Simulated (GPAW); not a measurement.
A working GPAW input for VMo (Cmmm, 2 atoms in the cell) (DFT PBEsol, plane waves, GPAW PAW datasets PBEsol (made by gpaw-setup)):

```python
from ase import Atoms
from ase.units import GPa
from gpaw import GPAW

atoms = Atoms(['V', 'Mo'],
              cell=[[1.537280, -2.224030, 0.000000],
                    [1.537280, 2.224030, 0.000000],
                    [0.000000, 0.000000, 4.229010]],
              scaled_positions=[[0.500000, 0.500000, 0.500000],
                                [0.000000, 0.000000, 0.000000]],
              pbc=True)

calc = GPAW(mode={'name': 'pw', 'ecut': 850},
            xc='PBEsol',
            kpts={'size': (12, 12, 7), 'gamma': True},
            occupations={'name': 'methfessel-paxton', 'width': 0.2, 'order': 1},
            nbands=-6,
            symmetry={'symmorphic': False, 'tolerance': 0.0005},
            maxiter=150)

atoms.calc = calc

energy = atoms.get_potential_energy()
print('Energy (eV):', round(energy, 6))
forces = atoms.get_forces()
print('Forces (eV/Ang):')
print(forces.round(5))
stress = atoms.get_stress()
print('Stress (GPa, Voigt):', (stress / GPa).round(4))
```

The run converged in 24 iterations: free energy E − TS (from the program's reference atoms) -21.4214 eV; Fermi level (on the code's own zero) 11.38 eV; pressure -5.02 GPa. Each of these slips is then made, one at a time:

(1)
```diff
-            nbands=-6,
+            nbands=12,
```

(2)
```diff
-atoms = Atoms(['V', 'Mo'],
+atoms = Atoms(['V', 'Mo', 'Mo'],
-                                [0.000000, 0.000000, 0.000000]],
+                                [0.000000, 0.000000, 0.000000],
+                                [0.004531, 0.002513, 0.011494]],
-            nbands=-6,
+            nbands=-7,
```

Problem. What happens in each case?

Solution. 
(1) Too few bands. The program stopped before any SCF iteration, with the message: ValueError: Too few bands! Electrons: 27.000000, bands: 12.

(2) One atom entered twice. The program stopped with an error, with the message: numpy.linalg.LinAlgError: The leading minor of order 36 of B is not positive definite. The factorization of B could not be completed and no eigenvalues or eigenvectors were computed..

The starting cell comes from a database of computed structures (which also holds hypothetical and non-ambient phases and stackings), without a prior relaxation at this level. Spin polarisation is off. In the base run, with a pressure of about -5 GPa the cell is away from its equilibrium volume at this level.

Left out of this page: 3 runs of the series outside the window shown, repeating another row's setting, or not comparable; 1 run of the series held back from this collection.
